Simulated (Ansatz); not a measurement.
**LiNbO3: transverse stress against strain**

LiNbO3 (R3c, 10.146 Å³/atom and stress up to 0.01 GPa in the relaxed cell, c along z) under a strain ε along c (axis z), the other axes held. LDA in Ansatz, a plane-wave DFT program (PAW, default set), 420 eV, 8×8×8 Γ-centred mesh, Fermi-Dirac smearing 0.05 eV; ions are relaxed, or left where forces stay under 0.02 eV/Å, within the symmetry of each cell. Stress is positive for a compressed cell.

Here s stands for strain and y for stress xx.

| strain (%) | stress xx (GPa) |
|---|---|
| -3.00 | ? |
| -1.50 | 1.26 |
| -0.75 | 0.60 |
| 0.00 | 0.00 |
| 0.75 | -0.59 |
| 1.50 | -1.14 |

The 5 complete rows are fitted with a straight line, y against s. Means: s 0, y 0.026. About the means, the sum of products is -4.4925 and the sum of squares of s is 5.6250; the slope is their ratio. Least squares gives y = 0.026 - 0.7987·s. Residuals (row less fit): 0.036, -0.025, -0.026, -0.017, 0.032; standard error 0.036 (degrees of freedom: 3). The slope gives the elastic constant C13 = 80 ± 2 GPa (± standard error of the fit, which holds the terms cut off).

What does the fit predict for y at s = -3.00, and how far is the calculated value from it?

y = 0.026 - 0.7987 × (-3.00) = 2.422 GPa. The calculation gives 2.66 GPa, 0.238 GPa above the prediction (6.3 % of the range of y in the table). The row lies outside the fitted rows, so this is an extrapolation. From the scatter of the fitted rows alone, a prediction at this place has a standard error of 0.060 GPa, so the miss is 4.0 times that.

A polynomial of degree 2 through the 8 other runs of the series gives 2.67 there, so most of the miss is curvature that the fit leaves out. The start is a measured cell from the literature; how it stands against other phases or cation orders wasn't checked. Rows are the converged runs of the series near zero and its far end; series whose fitted rows scatter by over a few per cent of the range, as at a crossing or softening among them, aren't shown in this form, nor equations of state whose B0' disagrees with the runs' pressures. Most that stay on the fit to the last digits aren't either.
